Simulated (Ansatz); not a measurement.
## Mo3Ge (Pm-3n): resistivity and electron-phonon coupling

Given:

```
Mo3Ge
1.0
    4.90619     0.00000     0.00000
    0.00000     4.90619     0.00000
    0.00000     0.00000     4.90619
Ge Mo
2 6
Direct
  0.00000   0.00000   0.00000
  0.50000   0.50000   0.50000
  0.25000   0.00000   0.50000
  0.75000   0.00000   0.50000
  0.50000   0.75000   0.00000
  0.50000   0.25000   0.00000
  0.00000   0.50000   0.75000
  0.00000   0.50000   0.25000
```

Level of theory: PBEsol, DFPT electron-phonon coupling, linearised Boltzmann equation (plane waves, PAW, scalar-relativistic; Ansatz, an electronic-structure program). Cell: relaxed with this functional, without spin-orbit coupling.

```json
{
 "resistivity at 300 K": "16.2 μΩ·cm",
 "resistivity at 77 K": "1.54 μΩ·cm",
 "electron mean free path at 300 K (weighted by the current that each state carries)": "6.5 nm",
 "drude_plasma_energy": "5.5 eV",
 "Hall coefficient at 300 K": "6.2 ×10⁻¹¹ m³/C"
}
```

A metal at this level (no band gap). Only scattering by harmonic phonons is included (no impurities, grain boundaries, electron-electron scattering or thermal expansion). Spin-orbit coupling is left out. Halving the electron mesh (20x20x20) moves the resistivity by up to 14 % at 300 K, the mean free path by up to 7 %. Smearing 0.20 eV; phonons on a 3x3x3 q mesh, which this run doesn't test and which matters most at low temperature.

Computed structure with no diffraction record at hand here (it may be known, metastable or hypothetical): Mo3Ge (Pm-3n).
